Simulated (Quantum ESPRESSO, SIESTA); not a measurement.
A Quantum ESPRESSO input for a self-consistent single point of Ti₃Al (P-6m2, 4 atoms in the cell) (DFT, LDA (PZ), plane waves, GBRV 1.5 ultrasoft (LDA) pseudopotentials):

```fortran
&CONTROL
 calculation = 'scf'
 prefix = 'ti3al'
 outdir = './work'
 pseudo_dir = './'
 tprnfor = .true.
 tstress = .true.
/
&SYSTEM
 ibrav = 0
 nat = 4
 ntyp = 2
 ecutwfc = 50
 ecutrho = 400
 occupations = 'smearing'
 smearing = 'gaussian'
 degauss = 0.0099958
/
&ELECTRONS
 conv_thr = 1e-10
 mixing_beta = 0.4
/
ATOMIC_SPECIES
Ti    47.8670  ti_lda_v1.4.uspp.F.UPF
Al    26.9815  al_lda_v1.uspp.F.UPF
CELL_PARAMETERS {angstrom}
   2.9275399939     0.0000000000     0.0000000000
  -1.4637699969     2.5353240053     0.0000000000
   0.0000000000     0.0000000000     9.2263600000
ATOMIC_POSITIONS {crystal}
Ti    0.6666666667    0.3333333333    0.0000000000
Ti    0.3333333333    0.6666666667    0.7505900000
Ti    0.3333333333    0.6666666667    0.2494100000
Al    0.6666666667    0.3333333333    0.5000000000
K_POINTS {automatic}
10 10 3  0 0 0
```

Task: Write the same calculation as an input for SIESTA.

Result: This is the input that was run; spellings and numerical settings could be chosen otherwise.

```
# files in the folder: Ti.psml Al.psml (PseudoDojo LDA standard)
SystemName  Ti3Al
SystemLabel siesta

NumberOfAtoms                4
NumberOfSpecies              2
%block ChemicalSpeciesLabel
  1 22 Ti
  2 13 Al
%endblock ChemicalSpeciesLabel
LatticeConstant              2.927540 Ang
%block LatticeVectors
     1.000000000    0.000000000    0.000000000
    -0.500000000    0.866025400    0.000000000
     0.000000000    0.000000000    3.151574359
%endblock LatticeVectors
AtomicCoordinatesFormat      Fractional
%block AtomicCoordinatesAndAtomicSpecies
     0.666667000    0.333333000    0.000000000  1
     0.333333000    0.666667000    0.750590000  1
     0.333333000    0.666667000    0.249410000  1
     0.666667000    0.333333000    0.500000000  2
%endblock AtomicCoordinatesAndAtomicSpecies

XC.functional                LDA
XC.authors                   PW92
PAO.BasisSize                DZP
PAO.EnergyShift              0.01 Ry
MeshCutoff                   300 Ry
%block kgrid.MonkhorstPack
   10   0   0  0.0
    0  10   0  0.0
    0   0   3  0.0
%endblock kgrid.MonkhorstPack
OccupationFunction           MP
OccupationMPOrder            0
ElectronicTemperature        0.136 eV

MaxSCFIterations             150
SCF.Mixer.Method             Pulay
SCF.Mixer.Weight             0.1
SCF.Mixer.History            6
SCF.DM.Tolerance             1.0E-05
Diag.ParallelOverK           true
WriteForces                  true
```

Basis settings and potentials, where a program has them, do not carry over. This input uses DFT, LDA PW92, numerical atomic orbitals DZP, PseudoDojo LDA standard norm-conserving potentials (rewritten from UPF to PSML). LDA parametrisations can differ slightly between programs.

The starting cell comes from a database of computed structures (which also holds hypothetical and non-ambient phases and stackings), without a prior relaxation at this level.
